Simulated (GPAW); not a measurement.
# A self-consistent single point of AgCl (Fm-3m, 2 atoms in the cell) with GPAW

Level of theory: LDA (Perdew-Wang 92), GPAW PAW datasets LDA (gpaw-data 1.0.1) (plane waves; GPAW 25.7.0).

Input:

```python
from ase import Atoms
from ase.dft.kpoints import monkhorst_pack
from ase.units import GPa
from gpaw import GPAW

atoms = Atoms(['Ag', 'Cl'],
              cell=[[0.000000, 2.756306, 2.756306],
                    [2.756306, 0.000000, 2.756306],
                    [2.756306, 2.756306, 0.000000]],
              scaled_positions=[[0.000000, 0.000000, 0.000000],
                                [0.500000, 0.500000, 0.500000]],
              pbc=True)

calc = GPAW(mode={'name': 'pw', 'ecut': 550},
            xc='LDA',
            kpts=monkhorst_pack((7, 7, 7)) + [0.5 / 7, 0.5 / 7, 0.5 / 7],
            occupations={'name': 'fermi-dirac', 'width': 0.02},
            nbands=-4,
            convergence={'forces': 0.001, 'bands': -2},
            symmetry={'symmorphic': False, 'tolerance': 0.0005},
            maxiter=150,
            txt='-')

atoms.calc = calc

energy = atoms.get_potential_energy()
print('Energy (eV):', round(energy, 6))
forces = atoms.get_forces()
print('Forces (eV/Ang):')
print(forces.round(5))
stress = atoms.get_stress()
print('Stress (GPa, Voigt):', (stress / GPa).round(4))
```

Output, abridged:

```
Input parameters:
  convergence: {bands: -2,
                forces: 0.001}
  kpts: [[-0.35714286 -0.35714286 -0.35714286],
         [-0.35714286 -0.35714286 -0.21428571],
         [-0.35714286 -0.35714286 -0.07142857],
         ...,
         [ 0.5         0.5         0.21428571],
         [ 0.5         0.5         0.35714286],
         [ 0.5         0.5         0.5       ]]
  maxiter: 150
  mode: {ecut: 550,
         name: pw}
  nbands: -4
  occupations: {name: fermi-dirac,
                width: 0.02}
  symmetry: {symmorphic: False,
             tolerance: 0.0005}

species:
  Ag:
    name: Silver
    Z: 47.0
    valence: 17
    core: 30
    charge: 0.0
    file: Ag.LDA.gz

    # Using partial waves for Ag as LCAO basis

  Cl:
    name: Chlorine
    Z: 17.0
    valence: 7
    core: 10
    charge: 0.0
    file: Cl.LDA.gz

    # Using partial waves for Cl as LCAO basis

Reference energy: -156983.661887  # eV

Spin-paired calculation

Convergence criteria:
 Maximum [total energy] change in last 3 cyles: 0.0005 eV / valence electron
 Maximum integral of absolute [dens]ity change: 0.0001 electrons / valence electron
 Maximum integral of absolute [eigenst]ate change: 4e-08 eV^2 / valence electron
 Maximum change in the atomic [forces] across last 2 cycles: 0.001 eV/Ang OR
Maximum error relative to the maximum force is below inf
 Maximum number of scf [iter]ations: 150

Symmetries present (total): 48
Symmetries with fractional translations: 0

  ( 1  0  0) + (   0)  ( 1  0  0) + (   0)  ( 1  0  0) + (   0)
  ( 1  0 -1) + (   0)  ( 1 -1  0) + (   0)  ( 0  1  0) + (   0)
  ( 1 -1  0) + (   0)  ( 1  0 -1) + (   0)  ( 0  0  1) + (   0)

  ( 1  0  0) + (   0)  ( 1  0 -1) + (   0)  ( 1  0 -1) + (   0)
  ( 0  0  1) + (   0)  ( 1  0  0) + (   0)  ( 1 -1  0) + (   0)
  ( 0  1  0) + (   0)  ( 1 -1  0) + (   0)  ( 1  0  0) + (   0)

  ( 1  0 -1) + (   0)  ( 1  0 -1) + (   0)  ( 1 -1  0) + (   0)
  ( 0  1 -1) + (   0)  ( 0  0 -1) + (   0)  ( 1  0  0) + (   0)
  ( 0  0 -1) + (   0)  ( 0  1 -1) + (   0)  ( 1  0 -1) + (   0)

  ( 1 -1  0) + (   0)  ( 1 -1  0) + (   0)  ( 1 -1  0) + (   0)
  ( 1  0 -1) + (   0)  ( 0 -1  1) + (   0)  ( 0 -1  0) + (   0)
  ( 1  0  0) + (   0)  ( 0 -1  0) + (   0)  ( 0 -1  1) + (   0)

  ( 0  1  0) + (   0)  ( 0  1  0) + (   0)  ( 0  1  0) + (   0)
  ( 1  0  0) + (   0)  ( 0  1 -1) + (   0)  ( 0  0  1) + (   0)
  ( 0  0  1) + (   0)  (-1  1  0) + (   0)  ( 1  0  0) + (   0)

  ( 0  1  0) + (   0)  ( 0  1 -1) + (   0)  ( 0  1 -1) + (   0)
  (-1  1  0) + (   0)  ( 1  0 -1) + (   0)  ( 0  1  0) + (   0)
  ( 0  1 -1) + (   0)  ( 0  0 -1) + (   0)  (-1  1  0) + (   0)

  ( 0  1 -1) + (   0)  ( 0  1 -1) + (   0)  ( 0  0  1) + (   0)
  ( 0  0 -1) + (   0)  (-1  1  0) + (   0)  ( 1  0  0) + (   0)
  ( 1  0 -1) + (   0)  ( 0  1  0) + (   0)  ( 0  1  0) + (   0)

  ( 0  0  1) + (   0)  ( 0  0  1) + (   0)  ( 0  0  1) + (   0)
  ( 0  1  0) + (   0)  ( 0 -1  1) + (   0)  (-1  0  1) + (   0)
  ( 1  0  0) + (   0)  (-1  0  1) + (   0)  ( 0 -1  1) + (   0)

  ( 0  0 -1) + (   0)  ( 0  0 -1) + (   0)  ( 0  0 -1) + (   0)
  ( 1  0 -1) + (   0)  ( 0  1 -1) + (   0)  ( 0 -1  0) + (   0)
  ( 0  1 -1) + (   0)  ( 1  0 -1) + (   0)  (-1  0  0) + (   0)

  ( 0  0 -1) + (   0)  ( 0 -1  1) + (   0)  ( 0 -1  1) + (   0)
  (-1  0  0) + (   0)  ( 1 -1  0) + (   0)  ( 0  0  1) + (   0)
  ( 0 -1  0) + (   0)  ( 0 -1  0) + (   0)  (-1  0  1) + (   0)

  ( 0 -1  1) + (   0)  ( 0 -1  1) + (   0)  ( 0 -1  0) + (   0)
  ( 0 -1  0) + (   0)  (-1  0  1) + (   0)  ( 1 -1  0) + (   0)
  ( 1 -1  0) + (   0)  ( 0  0  1) + (   0)  ( 0 -1  1) + (   0)

  ( 0 -1  0) + (   0)  ( 0 -1  0) + (   0)  ( 0 -1  0) + (   0)
  ( 0  0 -1) + (   0)  ( 0 -1  1) + (   0)  (-1  0  0) + (   0)
  (-1  0  0) + (   0)  ( 1 -1  0) + (   0)  ( 0  0 -1) + (   0)

  (-1  1  0) + (   0)  (-1  1  0) + (   0)  (-1  1  0) + (   0)
  ( 0  1  0) + (   0)  ( 0  1 -1) + (   0)  (-1  0  1) + (   0)
  ( 0  1 -1) + (   0)  ( 0  1  0) + (   0)  (-1  0  0) + (   0)

  (-1  1  0) + (   0)  (-1  0  1) + (   0)  (-1  0  1) + (   0)
  (-1  0  0) + (   0)  ( 0  0  1) + (   0)  ( 0 -1  1) + (   0)
  (-1  0  1) + (   0)  ( 0 -1  1) + (   0)  ( 0  0  1) + (   0)

  (-1  0  1) + (   0)  (-1  0  1) + (   0)  (-1  0  0) + (   0)
  (-1  1  0) + (   0)  (-1  0  0) + (   0)  ( 0  0 -1) + (   0)
  (-1  0  0) + (   0)  (-1  1  0) + (   0)  ( 0 -1  0) + (   0)

  (-1  0  0) + (   0)  (-1  0  0) + (   0)  (-1  0  0) + (   0)
  ( 0 -1  0) + (   0)  (-1  1  0) + (   0)  (-1  0  1) + (   0)
  ( 0  0 -1) + (   0)  (-1  0  1) + (   0)  (-1  1  0) + (   0)
Note: your k-points are not as symmetric as your crystal!
343 k-points: 7 x 7 x 7 Monkhorst-Pack grid + [1/14,1/14,1/14]
44 k-points in the irreducible part of the Brillouin zone
       k-points in crystal coordinates                weights
   0:     0.07142857    0.07142857   -0.07142857          6/343
   1:     0.07142857    0.07142857    0.07142857          2/343
   2:     0.21428571   -0.07142857   -0.07142857          6/343
   [... 7 lines left out ...]
          ...
  43:     0.50000000    0.50000000    0.50000000          1/343

Wave functions: Plane wave expansion
  Cutoff energy: 550.000 eV
  Number of coefficients (min, max): 1215, 1244
  Pulay-stress correction: 0.000000 eV/Ang^3 (de/decut=0.000000)

Occupation numbers: Fermi-Dirac:
  width: 0.0200  # eV

Eigensolver

Densities:
  Coarse grid: 24*24*24 grid
  Fine grid: 48*48*48 grid
  Total Charge: 0.000000

Density mixing:
  Method: separate
  Backend: pulay
  Linear mixing parameter: 0.05
  old densities: 5
  Damping of long wavelength oscillations: 50

Hamiltonian:
  XC and Coulomb potentials evaluated on a 48*48*48 grid
  External potential:
    NoExternalPotential

Number of atoms: 2
Number of atomic orbitals: 16
Number of bands in calculation: 16
Number of valence electrons: 24
Bands to converge: 14

Density initialized from atomic densities
  16 bands from LCAO basis set

Atomic positions and initial magnetic moments

Positions:
   0 Ag     0.000000    0.000000    0.000000    ( 0.0000,  0.0000,  0.0000)
   1 Cl     2.756306    2.756306    2.756306    ( 0.0000,  0.0000,  0.0000)

Unit cell:
           periodic     x           y           z      points  spacing
  1. axis:    yes    0.000000    2.756306    2.756306    24     0.1326
  2. axis:    yes    2.756306    0.000000    2.756306    24     0.1326
  3. axis:    yes    2.756306    2.756306    0.000000    24     0.1326

  Lengths:   3.898005   3.898005   3.898005
  Angles:   60.000000  60.000000  60.000000

Effective grid spacing dv^(1/3) = 0.1447

     iter     time        total  log10-change:
                         energy   eigst   dens  force
iter:   1 --:--:--    -6.973500   +0.41
iter:   2 --:--:--    -6.960768   -0.68  -1.61
iter:   3 --:--:--    -6.858039   -1.63  -1.64
iter:   4 --:--:--    -6.857258   -2.73  -1.91
iter:   5 --:--:--    -6.860411c  -2.82  -1.92
iter:   6 --:--:--    -6.852284c  -3.50  -2.53
iter:   7 --:--:--    -6.850003c  -3.63  -2.81
iter:   8 --:--:--    -6.849641c  -3.76  -3.15
iter:   9 --:--:--    -6.849654c  -4.31  -3.35
iter:  10 --:--:--    -6.849546c  -4.79  -3.49
iter:  11 --:--:--    -6.849546c  -5.44  -4.70c
iter:  12 --:--:--    -6.849546c  -5.53  -4.82c
iter:  13 --:--:--    -6.849546c  -5.84  -4.82c
iter:  14 --:--:--    -6.849546c  -6.23  -4.61c
iter:  15 --:--:--    -6.849546c  -6.65  -4.96c
iter:  16 --:--:--    -6.849546c  -7.04  -4.97c
iter:  17 --:--:--    -6.849546c  -7.13  -4.96c
iter:  18 --:--:--    -6.849546c  -7.55c -4.96c
iter:  19 --:--:--    -6.849546c  -8.02c -5.01c -29.12c

Converged after 19 iterations.

Dipole moment: (-0.000000, -0.000000, -0.000000) |e|*Ang

Energy contributions relative to reference atoms: (reference = -156983.661887)

Kinetic:         +5.814219
Potential:       -5.910613
External:        +0.000000
XC:              -6.773227
Entropy (-ST):   -0.000000
Local:           +0.020075
SIC:             +0.000000
--------------------------
Free energy:     -6.849546
Extrapolated:    -6.849546

Showing only first 2 kpts
 Kpt  Band  Eigenvalues  Occupancy
  0    10      2.06723    2.00000
  0    11      2.43234    2.00000
  0    12      5.50028    0.00000
  0    13     13.22908    0.00000

  1    10      1.96742    2.00000
  1    11      1.96742    2.00000
  1    12      4.84956    0.00000
  1    13     13.91455    0.00000

Fermi level: 4.47460

Gap: 0.880 eV
Transition (v -> c):
  (s=0, k=43, n=11, [0.50, 0.50, 0.50]) -> (s=0, k=1, n=12, [0.07, 0.07, 0.07])
Direct/indirect transitions are different
Direct gap: 2.882 eV
Transition at: (s=0, k=1, n=11, [0.07, 0.07, 0.07])
Energy (eV): -6.849546

Forces in eV/Ang:
  0 Ag    0.00000   -0.00000   -0.00000
  1 Cl    0.00000   -0.00000   -0.00000

Stress tensor:
     0.029976    -0.000000    -0.000000
    -0.000000     0.029976    -0.000000
    -0.000000    -0.000000     0.029976
Stress (GPa, Voigt): [ 4.8027  4.8027  4.8027 -0.     -0.     -0.    ]
```

The run converged in 19 iterations. GPAW prints stress with tension positive.

The starting cell comes from a database of computed structures (which also holds hypothetical and non-ambient phases and stackings), without a prior relaxation at this level. Its lattice was rescaled by a random factor within 2.5 % of one. With a pressure of about -5 GPa the cell is away from its equilibrium volume at this level. Another mesh or the band path of this cell gives a smaller gap, so this value is not converged in the mesh.

Cost on one core of a shared machine: roughly 30 s.
